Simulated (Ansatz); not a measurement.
The starting structures come from a database of crystals and need not be the phases stable at ambient conditions.

By PBEsol, the system below comes out a metal.

Input:

```xyz
6
Lattice="4.2556 0.0000 0.0000 0.0000 4.2556 0.0000 2.1278 -2.1278 3.9751" Properties=species:S:1:pos:R:3 pbc="T T T"
Mo     2.1278     0.0000     3.8714
Mo     4.2556     0.0000     1.8839
Mo     2.1278     2.1278     2.0912
Mo     2.1278     0.0000     0.1037
N      4.2556     2.1278     1.9875
N      4.2556     0.0000     3.9751
```

The cell is taken as given; by PBEsol it stands under a pressure of -7.0 GPa.

The current flows along the normal of the first two printed cell vectors, the (001) plane of the conventional cell. No spin-orbit coupling; the value is a mean over 0.1 eV about the Fermi level.

**Question.** Give the ballistic conductance per area that PBEsol in Ansatz (a program for electronic structure) yields.

**Answer.** 0.89 × 10¹⁵ S/m² for both spins.
